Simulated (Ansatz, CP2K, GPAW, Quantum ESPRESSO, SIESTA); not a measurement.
## SnF3 (Fm-3m, 8 atoms in the cell) computed with different codes at matched settings

Self-consistent single point, at a second geometry (lattice scaled by 0.98). First geometry:

```yaml
crystal:
  lattice:
    - [0.00000, 4.31244, 4.31244]
    - [4.31244, 0.00000, 4.31244]
    - [4.31244, 4.31244, 0.00000]
  atoms:
    - { symbol: Sn, position: [0.50000, 0.50000, 0.50000] }
    - { symbol: Sn, position: [0.00000, 0.00000, 0.00000] }
    - { symbol: F, position: [0.72819, 0.27181, 0.72819] }
    - { symbol: F, position: [0.27181, 0.72819, 0.27181] }
    - { symbol: F, position: [0.72819, 0.27181, 0.27181] }
    - { symbol: F, position: [0.27181, 0.72819, 0.72819] }
    - { symbol: F, position: [0.72819, 0.72819, 0.27181] }
    - { symbol: F, position: [0.27181, 0.27181, 0.72819] }
```

Shared settings, as Ansatz (a first-principles code) writes them: kpoints.mp_grid.grid = 6 6 6; scf.occupations.method = fermi_dirac; scf.occupations.width = 0.0037 Ry. Potentials and cutoffs stand in the table.

| code | model | ΔF from the first geometry (meV/atom) | pressure (GPa) | largest force (eV/Å) | gap on the mesh (eV) | cutoff |
|---|---|---|---|---|---|---|
| Quantum ESPRESSO | PBEsol, GBRV 1.5 ultrasoft (PBESOL) pseudopotentials | 35.7 | 7.54 | 0.978 | 2.834 | 40 Ry |
| SIESTA | GGA PBEsol, numerical atomic orbitals DZP, PseudoDojo PBEsol standard norm-conserving potentials (rewritten from UPF to PSML) | 38.5 | 8.43 | 1.308 | 2.871 | grid 400 Ry |
| GPAW | PBEsol, GPAW PAW datasets PBEsol (made by gpaw-setup) | 31.1 | – | 0.843 | 2.851 | 950 eV |
| Ansatz | PBEsol, PAW files made with PBE | 34.6 | 7.39 | 0.901 | 2.871 | default |
| CP2K | PBEsol, GPW, DZVP-MOLOPT-SR-GTH basis, GTH-PBE potentials (GTH_POTENTIALS) | 58.4 | 10.99 | 1.199 | 2.892 | grid 550 Ry |

A dash marks a value that a program does not give, or that is left out as unsure.

Gaps are read on the mesh.

The spread over the programs that give each value: ΔF from the first geometry within 27.3 meV/atom; pressure within 3.60 GPa; largest force within 0.465 eV/Å; gap on the mesh within 0.058 eV.

SIESTA and CP2K use small atom-centred bases, whose incompleteness enters pressures, forces and empty levels differently from a plane-wave cutoff. Ansatz's pressure is given at a fixed set of plane waves, as the other plane-wave codes print theirs; with its correction for the finite basis it is 7.69 GPa (the shift of 0.29 GPa shows how far the cutoff is from converged). The pressure of GPAW is left out: its cutoff lies under the one at which its stress was checked. In the pressure, CP2K (by 3.53) lies more than 1 GPa from the median of the plane-wave programs. In the force vectors, SIESTA (by 0.407) and CP2K (by 0.298) lie more than 0.08 eV/Å from the median of the plane-wave programs.

The starting cell comes from a database of computed structures (which also holds hypothetical and non-ambient phases and stackings), without a prior relaxation at this level. Its lattice was rescaled by a random factor within 2.5 % of one. For this run, on top of that: lattice scaled by 0.98.

Keys are those of Ansatz 0.2.
